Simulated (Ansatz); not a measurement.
For MgO (P6₃/mmc, No. 194, 4 atoms in the cell; start mp-1065577; a measured phase of this formula has another space group), LDA (plane waves, PAW; Ansatz, an electronic-structure program) gives:

```
Item                                  Result
------------------------------  ------------
equilibrium lattice constant a       3.451 Å
lattice parameter c                  4.138 Å
cohesive energy                 5.77 eV/atom
band gap                             3.49 eV
```

Problem. What does r²SCAN+rVV10 (Ansatz, PAW) give for the same quantities?

Solution. 
- lattice constant a: 3.477 Å (rises by 0.8 %)
- lattice parameter c: 4.178 Å (grows by 1.0 %)
- cohesive energy: 5.28 eV/atom (shrinks by 0.49 eV/atom)
- band gap: 4.05 eV (increases by 0.56 eV)

Changes are worked out from the printed values.

Unless a cell is named, each level is at its own relaxed cell (LDA 10.67, r²SCAN+rVV10 10.93 Å³/atom).

Density-functional gaps are differences of (generalised) Kohn–Sham levels.

Caveats: the relaxation could not lower the start's symmetry, so the cell can be a saddle point above a distorted one (LDA, r²SCAN+rVV10). Ansatz's density-functional and Hartree–Fock values are scalar-relativistic unless marked +SOC, with PAW data made under PBE.

A start named mp-… is a Materials Project structure, which need not be a measured phase.
